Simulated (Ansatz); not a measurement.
ZnSiP2: pressure series

The reference is ZnSiP2 in the chalcopyrite structure (space group I-42d, No. 122; a = 5.419 Å, c = 10.539 Å).

Cell and atoms are relaxed at each pressure.

Method: PBE/PAW in Ansatz (a first-principles code), spin-orbit coupling left out.

Base values:

| Property | Result |
|---|---|
| Band gap | 1.36 eV |

Task: The aim is a band gap between 0.71 eV and 0.79 eV. Which of these changes reaches it?
(A) pressure 100 GPa
(B) pressure 30 GPa
(C) pressure 15 GPa
(D) pressure 50 GPa
(E) pressure 3 GPa

Result: B, pressure 30 GPa. It gives 0.76 eV; pressure 100 GPa gives zero; pressure 3 GPa gives 1.28 eV; pressure 50 GPa gives 0.44 eV; pressure 15 GPa gives 1.02 eV. Changes not listed may reach it too

The mesh was chosen for an insulator and is coarse for the gapless case. From pressure 100 GPa on, the axis ratios lie over 15 % from the base's, so the cell there is far from its starting form. Load acts through the strain it causes; cell and atoms are relaxed under it. No phonon test of stability was made. Competing high-pressure phases were not computed. All final runs are without spin polarisation.
